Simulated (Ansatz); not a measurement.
**Response to strain in Au**

Consider Au in the fcc (Cu type) structure (space group Fm-3m, No. 225; a = 4.048 Å; relaxed with 0.1 eV smearing).

Strains are applied to the cell and any free atomic positions relax.

Method: plane-wave PAW DFT at the LDA level (Ansatz, a first-principles code, 420 eV), no spin-orbit coupling.

Notes on the quantities. energy relative to the base: free energy F.

```
case                      energy relative to the base   pressure  volume per atom
------------------------  ---------------------------  ---------  ---------------
base                                       0 meV/atom    0.0 GPa         16.58 Å³
isotropic strain −2.50 %                 +64 meV/atom   18.3 GPa         15.37 Å³
isotropic strain −2.00 %                 +40 meV/atom   14.0 GPa         15.60 Å³
isotropic strain −1.50 %                 +22 meV/atom   10.0 GPa         15.84 Å³
isotropic strain −0.50 %                +2.3 meV/atom    3.0 GPa         16.33 Å³
isotropic strain +1.00 %                +8.6 meV/atom   -5.3 GPa         17.08 Å³
isotropic strain +1.50 %                 +19 meV/atom   -7.6 GPa         17.34 Å³
isotropic strain +2.00 %                 +33 meV/atom   -9.7 GPa         17.59 Å³
isotropic strain +2.50 %                 +50 meV/atom  -11.6 GPa         17.85 Å³
isotropic strain +3.00 %                 +71 meV/atom  -13.3 GPa         18.12 Å³
```

Stability against distortions was not tested.
